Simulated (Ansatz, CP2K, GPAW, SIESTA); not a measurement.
KCdF3 (Pm-3m, 5 atoms in the cell) computed with different codes at matched settings

Band-structure calculation.

```
CELL_PARAMETERS angstrom
      4.38209     0.00000     0.00000
      0.00000     4.38209     0.00000
      0.00000     0.00000     4.38209
ATOMIC_POSITIONS crystal
  K  0.00000 0.00000 0.00000
  Cd 0.50000 0.50000 0.50000
  F  0.00000 0.50000 0.50000
  F  0.50000 0.00000 0.50000
  F  0.50000 0.50000 0.00000
```

Shared settings, as Ansatz (an electronic-structure program) writes them: kpoints.mp_grid.grid = 6 6 6; scf.occupations.method = fermi_dirac; scf.occupations.width = 0.0037 Ry. Potentials and cutoffs stand in the table.

```
code                                                                                                                            model  gap along the path (eV)  smallest direct gap (eV)       cutoff
------  -----------------------------------------------------------------------------------------------------------------------------  -----------------------  ------------------------  -----------
CP2K                                                       PBEsol, GPW, DZVP-MOLOPT-SR-GTH basis, GTH-PBE potentials (GTH_POTENTIALS)                     2.84                      4.64  grid 550 Ry
Ansatz                                                                                                PBEsol, PAW files made with PBE                     2.96                      4.75      30.9 Ry
SIESTA  GGA PBEsol, numerical atomic orbitals DZP, PseudoDojo PBEsol standard norm-conserving potentials (rewritten from UPF to PSML)                     2.89                      4.51  grid 300 Ry
GPAW                                                                            PBEsol, GPAW PAW datasets PBEsol (made by gpaw-setup)                     2.90                      4.75       900 eV
```

The spread over the programs that give each value: gap along the path within 0.12 eV; smallest direct gap within 0.24 eV.

CP2K and SIESTA use small atom-centred bases, whose incompleteness enters pressures, forces and empty levels differently from a plane-wave cutoff.

The starting cell comes from a database of computed structures (which also holds hypothetical and non-ambient phases and stackings), without a prior relaxation at this level.

Left out of this page: Quantum ESPRESSO (not drawn, or without a comparable value); ABINIT (failed or unconverged); Elk (unsound by tests on forces, stress, charge or solver warnings).

Keys are those of Ansatz 0.2.
